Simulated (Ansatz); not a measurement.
# How far a parabola holds: energy against volume of cubic perovskite CsHgBr3 (idealised or unconfirmed structure)

Cubic perovskite CsHgBr3 (idealised or unconfirmed structure) was calculated with PBEsol (plane waves, PAW; Ansatz, a program for electronic structure). Run with plane-wave cutoff 520 eV, 10×10×10 k mesh, Fermi–Dirac smearing 0.05 eV, scalar-relativistic PAW data made under PBE. The cell has no free parameter but its volume, all volumes share cutoff and mesh, and the runs aren't spin-polarised. Energies are free energies at the run's smearing, counted from the lowest row; static lattice.

| V (Å³/atom) | E (meV/atom) |
|---|---|
| 32.543 | 5.23 |
| 33.221 | 1.23 |
| 33.899 | 0.00 |
| 34.577 | 1.21 |
| 35.255 | 4.56 |
| 35.933 | ? |

Task: Fit E against V with a parabola, and predict the withheld value at V = 35.933.

Result: With u = V - 33.9, the rows have u = -1.3570, -0.6790, -0.0010, 0.6770, 1.3550. Least squares gives E = -0.003 - 0.1953·u + 2.6633·u². Residuals (row less fit): 0.064, -0.127, 0.003, 0.125, -0.062; standard error 0.141 (degrees of freedom: 2). The fitted curve has its minimum at V = 33.9, where E = -0.01. Its curvature is d²E/dV² = 2 × 2.6633 meV/Å⁶, so B = V0·d²E/dV² × 0.1602 = 29.0 GPa. At the withheld row, u = 2.0330, so E = -0.003 - 0.1953 × 2.0330 + 2.6633 × 2.0330² = 10.608 meV/atom. The calculation gives 9.81 meV/atom, 0.798 meV/atom below the prediction (8.1 % of the range of E in the table). The row lies outside the fitted rows, so this is an extrapolation. From the scatter of the fitted rows alone, a prediction at this place has a standard error of 0.333 meV/atom, so the miss is 2.4 times that.

The residuals are curvature that a parabola lacks, not noise. A solid that stiffens under compression and softens on expansion lies above the parabola at the compressed end and under it at the expanded end, as this row does. A third-order Birch-Murnaghan fit to the whole scan has B0 = 28.8 GPa. Only scans are tabulated whose curvature falls smoothly with volume, and where the parabola meets the shown rows within 5 % of their range and misses the end by 0.1 meV or more.

Note: the relaxation could not lower the start's symmetry, so the cell can be a saddle point above a distorted one.

Spin–orbit coupling is not included; it can shift volumes and moduli of such heavy elements.
